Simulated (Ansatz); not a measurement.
The reference is Co in the hcp (Mg type) structure (space group P6_3/mmc, No. 194; a = 2.456 Å, c = 3.972 Å; ferromagnetic; relaxed with 0.1 eV smearing). Axes: x lies along a and z along c of the hexagonal cell.

All numbers come from PBEsol/PAW in Ansatz (a program for electronic structure), no spin-orbit coupling.

Before the change:

The magnetic state is ferromagnetic, the shortest interatomic distance comes out as 2.440 Å and the pressure is 0.0 GPa.

It is then changed as follows: biaxial strain +1.91 %, plane normal [001], relaxed out of plane (Cartesian); in-plane vectors clamped, the third vector and the atoms free.

Q: Estimate the effect on the out-of-plane strain, magnetic state, shortest interatomic distance and pressure.

A: The out-of-plane strain comes out as -1.07 %; the magnetic state stays ferromagnetic; the shortest interatomic distance stays essentially unchanged (2.440 Å against 2.439 Å); the pressure (mean of the normal stresses, compression positive) goes from zero to -6.0 GPa.

Other magnetic orders, which the real material may have, were not ruled out. No phonon test of stability was made.
